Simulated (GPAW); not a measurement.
GPAW run on CdAu (Pm-3m, 2 atoms in the cell): self-consistent single point

Computed with PBEsol, GPAW PAW datasets PBEsol (made by gpaw-setup) (plane waves; GPAW).

Input as run:

```python
from ase import Atoms
from ase.units import GPa
from gpaw import GPAW

atoms = Atoms(['Cd', 'Au'],
              cell=[[3.338105, 0.000000, 0.000000],
                    [0.000000, 3.338105, 0.000000],
                    [0.000000, 0.000000, 3.338105]],
              positions=[[0.000000, 0.000000, 0.000000],
                         [1.669053, 1.669053, 1.669053]],
              pbc=True)

calc = GPAW(mode={'name': 'pw', 'ecut': 600},
            xc='PBEsol',
            kpts=(7, 7, 7),
            occupations={'name': 'methfessel-paxton', 'width': 0.272, 'order': 0},
            nbands=-6,
            convergence={'forces': 0.001},
            symmetry={'symmorphic': False, 'tolerance': 0.0005},
            maxiter=120,
            txt='-')

atoms.calc = calc

energy = atoms.get_potential_energy()
print('Energy (eV):', round(energy, 6))
forces = atoms.get_forces()
print('Forces (eV/Ang):')
print(forces.round(5))
stress = atoms.get_stress()
print('Stress (GPa, Voigt):', (stress / GPa).round(4))
```

Log, with long lists cut:

```
Input parameters:
  convergence: {forces: 0.001}
  kpts: [7 7 7]
  maxiter: 120
  mode: {ecut: 600,
         name: pw}
  nbands: -6
  occupations: {name: methfessel-paxton,
                order: 0,
                width: 0.272}
  symmetry: {symmorphic: False,
             tolerance: 0.0005}
  xc: PBEsol

species:
  Cd:
    name: Cadmium
    Z: 48.0
    valence: 12
    core: 36
    charge: 0.0
    file: Cd.PBEsol.gz

    # Using partial waves for Cd as LCAO basis

  Au:
    name: Gold
    Z: 79.0
    valence: 11
    core: 68
    charge: 0.0
    file: Au.PBEsol.gz

    # Using partial waves for Au as LCAO basis

Reference energy: -668557.966072  # eV

Spin-paired calculation

Convergence criteria:
 Maximum [total energy] change in last 3 cyles: 0.0005 eV / valence electron
 Maximum integral of absolute [dens]ity change: 0.0001 electrons / valence electron
 Maximum integral of absolute [eigenst]ate change: 4e-08 eV^2 / valence electron
 Maximum change in the atomic [forces] across last 2 cycles: 0.001 eV/Ang OR
Maximum error relative to the maximum force is below inf
 Maximum number of scf [iter]ations: 120

Symmetries present (total): 48
Symmetries with fractional translations: 0
343 k-points: 7 x 7 x 7 Monkhorst-Pack grid
20 k-points in the irreducible part of the Brillouin zone
       k-points in crystal coordinates                weights
   0:     0.00000000    0.00000000    0.00000000          1/343
   1:     0.14285714    0.00000000    0.00000000          6/343
   2:     0.14285714    0.14285714    0.00000000         12/343
   [... 7 lines left out ...]
          ...
  19:     0.42857143    0.42857143    0.42857143          8/343

Wave functions: Plane wave expansion
  Cutoff energy: 600.000 eV
  Number of coefficients (min, max): 1229, 1265
  Pulay-stress correction: 0.000000 eV/Ang^3 (de/decut=0.000000)

Occupation numbers: Methfessel-Paxton:
  width: 0.2720  # eV
  order: 0

Eigensolver

Densities:
  Coarse grid: 20*20*20 grid
  Fine grid: 40*40*40 grid
  Total Charge: 0.000000

Density mixing:
  Method: separate
  Backend: pulay
  Linear mixing parameter: 0.05
  old densities: 5
  Damping of long wavelength oscillations: 50

Hamiltonian:
  XC and Coulomb potentials evaluated on a 40*40*40 grid
  External potential:
    NoExternalPotential

XC parameters: PBEsol with 2 nearest neighbor stencil

Number of atoms: 2
Number of atomic orbitals: 18
Number of bands in calculation: 17
Number of valence electrons: 23
Bands to converge: occupied

Density initialized from atomic densities
  17 bands from LCAO basis set

Atomic positions and initial magnetic moments

Positions:
   0 Cd     0.000000    0.000000    0.000000    ( 0.0000,  0.0000,  0.0000)
   1 Au     1.669053    1.669053    1.669053    ( 0.0000,  0.0000,  0.0000)

Unit cell:
           periodic     x           y           z      points  spacing
  1. axis:    yes    3.338105    0.000000    0.000000    20     0.1669
  2. axis:    yes    0.000000    3.338105    0.000000    20     0.1669
  3. axis:    yes    0.000000    0.000000    3.338105    20     0.1669

  Lengths:   3.338105   3.338105   3.338105
  Angles:   90.000000  90.000000  90.000000

Effective grid spacing dv^(1/3) = 0.1669

     iter     time        total  log10-change:
                         energy   eigst   dens  force
iter:   1 --:--:--    -6.071529
iter:   2 --:--:--    -5.990304   -2.00  -1.35
iter:   3 --:--:--    -5.899847   -1.15  -1.37
iter:   4 --:--:--    -5.726968   -2.64  -1.69
iter:   5 --:--:--    -5.782166   -1.53  -1.92
iter:   6 --:--:--    -5.652162   -2.02  -1.90
iter:   7 --:--:--    -5.664647   -2.85  -2.46
iter:   8 --:--:--    -5.646496   -2.60  -2.31
iter:   9 --:--:--    -5.645203   -4.63  -3.34
iter:  10 --:--:--    -5.644678c  -4.81  -3.26
iter:  11 --:--:--    -5.644535c  -4.56  -3.50
iter:  12 --:--:--    -5.644512c  -6.23  -4.08c
iter:  13 --:--:--    -5.644519c  -6.82  -4.46c
iter:  14 --:--:--    -5.644511c  -6.58  -4.28c
iter:  15 --:--:--    -5.644510c  -6.98  -4.83c
iter:  16 --:--:--    -5.644510c  -9.10c -4.96c
iter:  17 --:--:--    -5.644510c  -8.29c -5.05c -20.40c

Converged after 17 iterations.

Dipole moment: (0.000003, 0.000003, 0.000003) |e|*Ang

Energy contributions relative to reference atoms: (reference = -668557.966072)

Kinetic:         -7.398694
Potential:       +7.060743
External:        +0.000000
XC:              -5.527586
Entropy (-ST):   -0.018819
Local:           +0.230436
SIC:             +0.000000
--------------------------
Free energy:     -5.653919
Extrapolated:    -5.644510

Showing only first 2 kpts
 Kpt  Band  Eigenvalues  Occupancy
  0     9      5.34921    2.00000
  0    10      5.34921    2.00000
  0    11     13.75417    0.00000
  0    12     13.75417    0.00000

  1     9      5.13852    2.00000
  1    10      5.30661    2.00000
  1    11     11.64406    0.00000
  1    12     14.38615    0.00000

Fermi level: 9.04889

No gap
No difference between direct/indirect transitions
Energy (eV): -5.64451

Forces in eV/Ang:
  0 Cd    0.00000   -0.00000    0.00000
  1 Au    0.00000    0.00000   -0.00000

Stress tensor:
     0.014087     0.000000     0.000000
     0.000000     0.014087     0.000000
     0.000000     0.000000     0.014087
Stress (GPa, Voigt): [2.2569 2.2569 2.2569 0.     0.     0.    ]
```

The run converged in 17 iterations. GPAW prints stress with tension positive.

The starting cell comes from a database of computed structures (which also holds hypothetical and non-ambient phases and stackings), without a prior relaxation at this level. Its lattice was rescaled by a random factor within 2.5 % of one. Spin-orbit coupling is off.
